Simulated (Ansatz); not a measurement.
Functionals compared on a constructed model of the (111) surface of fcc Cu, a pseudomorphic layer of Ni in the host's stacking (bottom of the slab: a bare face, its two planes held), in Ansatz (plane waves, PAW). The structure was relaxed with PBE; the other rows are single points on it. Cutoff 420 eV.

Set-up: 7 atoms, 12.7 Å thick at the start with caps and adatoms (thin: gaps and levels are the slab's own); mesh 17x17x1; 0.1 eV smearing; dipole correction on; 2 atoms held, the rest relaxed; start symmetry kept, larger cells not searched; spin-polarised, ending with about 0.4 μB a cell; orders that need a larger cell were not tried, no spin-orbit, no U. In PBE it is, or lies within 0.01 eV a 1x1 cell of, the lowest of the 2 structures of its composition computed so far; subsurface sites and larger cells were not tried. These notes are the PBE run's.

| functional | work function of the top face (eV) | magnetic moment of the cell (μB) | rough cost of the single point |
|---|---|---|---|
| PBE | 5.09 | 0.40 | – |
| RPBE | 4.90 | 0.42 | very roughly 60 core-seconds |

Ansatz is a first-principles code.
